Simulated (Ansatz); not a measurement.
**MgAu (Pm-3m): band-structure transport figures**

Given:

```xyz
2
Lattice="3.2619 0.0000 0.0000 0.0000 3.2619 0.0000 0.0000 0.0000 3.2619" Properties=species:S:1:pos:R:3 pbc="T T T"
Mg     1.6309     1.6309     1.6309
Au     0.0000     0.0000     0.0000
```

Calculation: PBEsol with spin-orbit coupling, rigid bands (plane waves, PAW; Ansatz, an electronic-structure program). Condition of this run: spin-orbit coupling switched on. Geometry: cell and atoms relaxed with PBEsol.

```yaml
density of states at the Fermi level: 0.565 states/(eV·cell), both spins
bare Sommerfeld coefficient: 0.67 mJ/(mol of atoms·K²)
drude_plasma_energy: 8.6 eV
root-mean-square Fermi velocity: 1.3e6 m/s
resistivity times τ: 6.7 ×10⁻²² Ω·m·s
```

A metal at this level (no band gap); rigid bands, thermally averaged at 300 K, both spins. τ is one relaxation time for all states.

Formula and space group known from diffraction (Crystallography Open Database), not checked to be the room-temperature form: MgAu (Pm-3m).
